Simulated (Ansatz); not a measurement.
Effect of pressure −2 GPa on Cs2NaBiF6

The reference is Cs2NaBiF6 (space group Fm-3m, No. 225; a = 9.154 Å).

Modification: hydrostatic tension (pressure −2 GPa).

The values are results of Ansatz (a quantum-chemistry and plane-wave program) PBEsol, no spin-orbit coupling, not measurements. Settings: 6×6×6 k-points, 0.05 eV Fermi–Dirac smearing.

The density falls by 0.373 g/cm³ to 4.92 g/cm³ and the enthalpy H = E + PV relative to the base's energy amounts to -0.25 eV/atom. The band gap decreases by 0.04 eV, from 4.96 eV to 4.92 eV and the gap character goes from indirect, W → Γ–X (20 % along) to indirect, W → Γ–L (50 % along). The smallest direct gap decreases by 0.11 eV, from 5.16 eV to 5.05 eV and the width of the top valence band decreases by 0.07 eV to 0.59 eV. The electron mass is 2.9 mₑ along k, 1.8 mₑ across (off the special points) and the valley order (the lowest conduction-band minima on the path, energy above the VBM, named in the base's zone) changes from a point along ⟨100⟩, about 0.1 Å⁻¹ from Γ 4.96 eV; a point along ⟨111⟩, about 0.1 Å⁻¹ from Γ 4.96 eV; a point along ⟨110⟩, about 0.1 Å⁻¹ from Γ 4.96 eV to a point along ⟨111⟩, about 0.3 Å⁻¹ from Γ 4.92 eV; a point along ⟨110⟩, about 0.2 Å⁻¹ from Γ 4.94 eV; a point along ⟨100⟩, about 0.3 Å⁻¹ from Γ 4.95 eV.

Final structure:

```
Cs2NaBiF6
1.0
    0.00000     4.68973     4.68973
    4.68973     0.00000     4.68973
    4.68973     4.68973     0.00000
Cs Na Bi F
2 1 1 6
Direct
  0.25000   0.25000   0.25000
  0.75000   0.75000   0.75000
  0.50000   0.50000   0.50000
  0.00000   0.00000   0.00000
  0.24274   0.24274   0.75726
  0.75726   0.75726   0.24274
  0.75726   0.24274   0.24274
  0.24274   0.75726   0.75726
  0.24274   0.75726   0.24274
  0.75726   0.24274   0.75726
```

With Bi present, leaving out spin-orbit coupling can change the band edges. Load acts through the strain it causes; cell and atoms are relaxed under it. Effective masses come from finite differences of ±0.01 Å⁻¹. Along k means along the line from Γ to the band edge. Stability against distortions was not tested.
